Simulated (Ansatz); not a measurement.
Functionals compared on a constructed model of the (110) surface of bcc Fe, ferromagnetic, from a spin-polarised start, a pseudomorphic layer of Ni in the host's stacking (bottom of the slab: a bare face, its two planes held), in Ansatz (plane waves, PAW). The structure was relaxed with PBE; the other rows are single points on it. Cutoff 420 eV.

Set-up: 7 atoms, 12.3 Å thick at the start; mesh 16x16x1; 0.1 eV smearing; dipole correction on; 2 atoms held, the rest relaxed; held to the start's symmetry, so lower structures may exist; spin-polarised, ending with about 14.6 μB a cell; orders that need a larger cell were not tried, no spin-orbit, no U. It is one candidate, not shown to be the stable structure of the face. These notes are the PBE run's.

```json
[
 {"functional": "PBE", "work function of the top face (eV)": "4.72", "magnetic moment of the cell (μB)": "14.58", "rough cost of the single point": "–"},
 {"functional": "RPBE", "work function of the top face (eV)": "___", "magnetic moment of the cell (μB)": "14.78", "rough cost of the single point": "around 2.6 core-minutes (rough)"}
]
```

Task: What belongs in the gaps?

Result: 
- RPBE, work function of the top face (eV): 4.53

Ansatz is an electronic-structure program.
